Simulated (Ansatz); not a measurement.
**A constructed model of the (111) surface of fcc Ir, a layer of Ge in place of the second plane (bottom of the slab: a bare face, its two planes held)**

The numbers are results of PBE (plane waves to 420 eV, PAW; Ansatz, a program for electronic structure), not measurements.

Slab: 6 atoms, 10.9 Å thick at the start with caps and adatoms (thin: gaps and levels are the slab's own); k 16x16x1, smearing 0.1 eV, dipole-corrected; 2 atoms held, the rest relaxed; symmetry of the start imposed; no spin, no spin-orbit, no U. In PBE it is, or lies within 0.01 eV a 1x1 cell of, the lowest of the 2 structures of its composition computed so far; subsurface sites and larger cells were not tried.

| Property | Result |
|---|---|
| work function of the top face | 4.75 eV |
| energy released by relaxation | 0.15 eV |
| cost | around 80 core-seconds (rough) |
